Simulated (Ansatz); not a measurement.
Take BaTiO3 in the cubic perovskite structure (space group Pm-3m, No. 221; a = 4.019 Å) as the base.

The values are results of DFT with PBE, PAW potentials and a 420 eV plane-wave cutoff in Ansatz (a first-principles code), without spin-orbit coupling, earlier PAW set, not measurements.

One change was made to it. Results:

The density goes up by 0.48 g/cm³ to 6.44 g/cm³; the band gap goes up by 0.167 eV, from 1.79 eV to 1.95 eV.

### Question
What was done to the base?
A. pressure −1 GPa
B. pressure 15 GPa
C. pressure 2.1 GPa
D. pressure 30 GPa
E. pressure 4.5 GPa

### Answer
B, pressure 15 GPa. For comparison, the band gap in the other runs: pressure 30 GPa gives 2.01 eV; pressure 2.1 GPa gives 1.81 eV; pressure −1 GPa gives 1.77 eV; pressure 4.5 GPa gives 1.84 eV.

Load acts through the strain it causes; cell and atoms are relaxed under it. Stability against distortions was not tested. No other phases were tried under pressure. All final runs are without spin polarisation. Many cubic perovskites are stable only at high temperature; tilts and polar distortions were not tested. This is not the structure that BaTiO3 has at room temperature and ambient pressure.
